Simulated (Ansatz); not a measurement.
Ag (Fm-3m) under hydrostatic pressure: logarithmic mean phonon energy by PBEsol, DFPT electron-phonon coupling, linearised Boltzmann equation (plane waves, PAW, scalar-relativistic; Ansatz, a program for electronic structure). The unloaded cell, whose axes the loads refer to:

```
CELL_PARAMETERS angstrom
      0.00000     2.02663     2.02663
      2.02663     0.00000     2.02663
      2.02663     2.02663     0.00000
ATOMIC_POSITIONS crystal
  Ag 0.00000 0.00000 0.00000
```

```
hydrostatic pressure (GPa)  volume per atom (Å³)  logarithmic mean phonon energy (meV)
--------------------------  --------------------  ------------------------------------
-4                                         17.29                                  11.8
0                                          16.65                                     ?
5                                          16.03                                  13.6
15                                         15.13                                  14.9
```

**Question.** Fit a straight line to ln(logarithmic mean phonon energy) against the load over the rows given, and predict the row at 0 GPa.

**Answer.** The means are x̄ = 5.333 GPa and ȳ = 2.5932; Σ(x − x̄)(y − ȳ) = 2.208 and Σ(x − x̄)² = 180.7, so the slope is 1.22 % per GPa, and the rows given lie within 2.1 % of the line. At 0 GPa the line gives 12.5 meV; the calculation gives 12.7 meV, 1.4 % from it.

Metals; harmonic phonons. Halving the electron mesh moves these values by up to 2 %; q meshes are mostly untested. Spin-orbit coupling is left out. Stresses and pressures are the targets of the relaxation. The structure type is held at every load. Geometry: relaxed with this functional, without spin-orbit coupling.
